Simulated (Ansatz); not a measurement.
```
Cu3N
1.0
    3.81016     0.00000     0.00000
    0.00000     3.81016     0.00000
    0.00000     0.00000     3.81016
Cu N
3 1
Direct
  0.50000   0.00000   0.00000
  0.00000   0.50000   0.00000
  0.00000   0.00000   0.50000
  0.00000   0.00000   0.00000
```

No spin polarisation.

All numbers come from LDA (Ansatz, an electronic-structure program; PAW; 420 eV plane waves; spin-orbit coupling left out). Γ-centred 13×13×13 mesh, Fermi–Dirac width 0.05 eV.

Task: Predict the pressure, band gap and space group.

Result: 
```json
{
 "pressure": "-9.0 GPa",
 "band_gap": "0.20 eV",
 "space_group": "Pm-3m (No. 221)"
}
```

The cells carry an imposed strain or load. Whether these cells are dynamically stable was not tested. The final runs are not spin-polarised. The cell was made from Cu₃N (space group Pm-3m, No. 221) by this change: isotropic strain +2.40 %. A zero or small gap of Cu3N can be the functional's error rather than a property of the material.
